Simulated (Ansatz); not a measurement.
We consider MgO (model structure, started from the CsCl type, Pm-3m, No. 221, 2 atoms in the cell; like a known high-pressure phase), described by r²SCAN (plane waves, PAW; Ansatz, a program for electronic structure).

Numerical settings: plane-wave cutoff 560 eV, 14×14×14 k mesh, Fermi–Dirac smearing 0.01 eV, scalar-relativistic PAW data made under PBE.

Cell (relaxed at this level):

```cif
data_MgO
_chemical_formula_sum 'Mg1 O1'
_space_group_name_H-M_alt 'P 1'
_space_group_IT_number 1
_cell_length_a 2.62335
_cell_length_b 2.62335
_cell_length_c 2.62335
_cell_angle_alpha 90.000
_cell_angle_beta 90.000
_cell_angle_gamma 90.000
loop_
_space_group_symop_operation_xyz
  'x, y, z'
loop_
_atom_site_label
_atom_site_type_symbol
_atom_site_fract_x
_atom_site_fract_y
_atom_site_fract_z
_atom_site_occupancy
Mg1 Mg 0.00000 0.00000 0.00000 1
O1 O 0.50000 0.50000 0.50000 1
```

Q: What does this level give for the band gap and smallest direct gap on the k points sampled?

A: 
- band gap = 3.49 eV (indirect)
- smallest direct gap on the k points sampled = 4.55 eV

It cost about 7 core-seconds (a rough figure) of CPU time.

A model structure was made by putting elements into a prototype or built by hand; it is no filed structure, need not be a known phase, and can be a saddle point held by its symmetry.
